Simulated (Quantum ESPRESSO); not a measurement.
Input and output of a self-consistent single point for FeSb (P6_3/mmc, 4 atoms in the cell) (Quantum ESPRESSO).

Level of theory: LDA (PZ), PSlibrary PAW (LDA) pseudopotentials (plane waves; Quantum ESPRESSO).

```
CELL_PARAMETERS angstrom
      4.01481     0.00000     0.00000
     -2.00740     3.47693     0.00000
      0.00000     0.00000     5.01976
ATOMIC_POSITIONS crystal
  Fe 0.00000 0.00000 0.00000
  Fe 0.00000 0.00000 0.50000
  Sb 0.66667 0.33333 0.25000
  Sb 0.33333 0.66667 0.75000
```
Moments meant for the start (each program seeds them in its own way; μB, in the order of the atoms Fe Fe Sb Sb): 4.0 4.0 0.0 0.0.

Reference input (self-consistent single point, DFT, LDA (PZ), plane waves, PSlibrary PAW (LDA) pseudopotentials): ecutwfc = 55 Ry; ecutrho = 330 Ry; occupations = smearing; smearing = gaussian; degauss = 0.0099958 Ry; nspin = 2; potentials = {Fe: Fe.pz-n-kjpaw_psl.1.0.0.UPF, Sb: Sb.pz-n-kjpaw_psl.1.0.0.UPF}; K_POINTS = automatic 6 6 4 0 0 0; conv_thr = 1e-11 Ry; mixing_beta = 0.3. This run's input differs from it in these lines:

```diff
@@ -38,3 +38,3 @@
 K_POINTS automatic
-6 6 4  0 0 0
+2 2 1  0 0 0
```

The program printed (abridged):

```
     Self-consistent Calculation

     iteration #  1     ecut=    55.00 Ry     beta= 0.30

     Threshold (ethr) on eigenvalues was too large:
     Diagonalizing with lowered threshold

     total energy              =    -947.75354590 Ry
     estimated scf accuracy    <       0.09622616 Ry

     total magnetization       =     4.43 Bohr mag/cell
     absolute magnetization    =     4.87 Bohr mag/cell

     iteration #  2     ecut=    55.00 Ry     beta= 0.30

     total energy              =    -947.76524358 Ry
     estimated scf accuracy    <       0.06063606 Ry

     total magnetization       =     4.31 Bohr mag/cell
   [... lines left out ...]

   [... 95 blocks of this kind left out ...]

     iteration # 99     ecut=    55.00 Ry     beta= 0.30

     total energy              =    -947.78880169 Ry
     estimated scf accuracy    <       0.00002808 Ry

     total magnetization       =     3.53 Bohr mag/cell
     absolute magnetization    =     3.92 Bohr mag/cell

     iteration #100     ecut=    55.00 Ry     beta= 0.30

     total energy              =    -947.78986067 Ry
     estimated scf accuracy    <       0.00002549 Ry

     total magnetization       =     3.88 Bohr mag/cell
     absolute magnetization    =     4.25 Bohr mag/cell
     End of self-consistent calculation

     convergence NOT achieved after 100 iterations: stopping

   JOB DONE.
```

The run ended unconverged after 100 iterations. 

The starting cell comes from a database of computed structures (which also holds hypothetical and non-ambient phases and stackings), without a prior relaxation at this level.

Cost on one core of a shared machine: roughly 4 min.
